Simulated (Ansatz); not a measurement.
# What pressure −1 GPa does to SiC

Start from SiC in the zinc blende structure (space group F-43m, No. 216; a = 4.3290 Å).

Perturbation: a negative pressure, −1 GPa.

Method: LDA, PAW, 420 eV (Ansatz, a program for electronic structure; no spin-orbit coupling). Γ-centred 13×13×13 mesh, Fermi–Dirac width 0.05 eV.

```tsv
quantity	base	changed	shift
density	3.28 g/cm³	3.27 g/cm³	-0.01 g/cm³
lattice parameter a	4.329 Å	4.335 Å	+0.006 Å
shortest interatomic distance	1.875 Å	1.877 Å	+0.0027 Å
enthalpy H = E + PV relative to the base's energy	–	-0.06 eV/atom	–
band gap	1.30 eV	1.30 eV	0.00 eV
gap character	indirect, Γ → X	indirect, Γ → X	–
smallest direct gap	4.53 eV	4.53 eV	0.00 eV
width of the top valence band	4.79 eV	4.77 eV	-0.02 eV
electron mass	0.68 mₑ along k, 0.23 mₑ across (at X)	0.68 mₑ along k, 0.23 mₑ across (at X)	–
hole mass (degenerate bands, along [100])	0.39, 0.59, 0.59 mₑ (at Γ)	0.39, 0.59, 0.59 mₑ (at Γ)	–
```

Final structure:

```
SiC
1.0
    0.00000     2.16766     2.16766
    2.16766     0.00000     2.16766
    2.16766     2.16766     0.00000
Si C
1 1
Direct
  0.00000   0.00000   0.00000
  0.25000   0.25000   0.25000
```

Cost of the whole job for the changed cell (relaxation, final SCF and bands): roughly 10 core-seconds.

Load acts through the strain it causes; cell and atoms are relaxed under it. Masses are band curvatures over ±0.01 Å⁻¹ around the edge. Along k means along the line from Γ to the band edge. Whether these cells are dynamically stable was not tested.
